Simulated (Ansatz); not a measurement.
The starting structures come from a database of crystals and need not be the phases stable at ambient conditions.

By PBEsol, the system below comes out a metal.

A figure of merit of an interconnect metal is its ballistic conductance per area.

```
RuTi
1.0
    4.34103     0.00000     0.00000
   -2.17051     3.75944     0.00000
    2.17051     1.25315     1.77222
Ti Ru
1 1
Direct
  0.00000   0.00000   0.00000
  0.00000   0.50000   0.50000
```

The cell is taken as given; by PBEsol it stands under a pressure of -5.2 GPa.

The current flows along the normal of the first two printed cell vectors, the (111) plane of the conventional cell. No spin-orbit coupling; the value is a mean over 0.1 eV about the Fermi level.

Question: Compute, with Ansatz (a quantum-chemistry and plane-wave program) with PBEsol, the ballistic conductance per area.

Answer: 0.49 × 10¹⁵ S/m² for both spins.
